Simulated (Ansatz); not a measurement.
Pressure series in HfO2

Take HfO₂ (space group P4_2/nmc, No. 137; a = 3.577 Å, c = 5.203 Å) as the base.

Cell and atoms are relaxed at each pressure.

Level of theory: DFT with r2SCAN, PAW potentials and a 500 eV plane-wave cutoff in Ansatz (a first-principles code), no spin-orbit coupling.

```csv
pressure (GPa),volume per atom (Å³/atom)
-2,11.212
-1,11.152
0,11.093
0.3,?
0.7,11.053
1.5,11.009
3,10.929
5,10.829
10,10.601
```

Problem. Fit the third-order Birch–Murnaghan form P(V) = (3B₀/2)[(V₀/V)^(7/3) − (V₀/V)^(5/3)]·[1 + (3/4)(B₀′ − 4)((V₀/V)^(2/3) − 1)] (squares taken in P) to the rows shown and predict the withheld row.

Solution. Least squares on the printed values gives V₀ = 11.093 Å³/atom, B₀ = 193 GPa, B₀′ = 5.8; this predicts 11.076 Å³/atom, and the run gives 11.076 Å³/atom, in agreement.

Load acts through the strain it causes; cell and atoms are relaxed under it. No phonon test of stability was made. No other phases were tried under pressure. This is not the structure that HfO2 has at room temperature and ambient pressure.
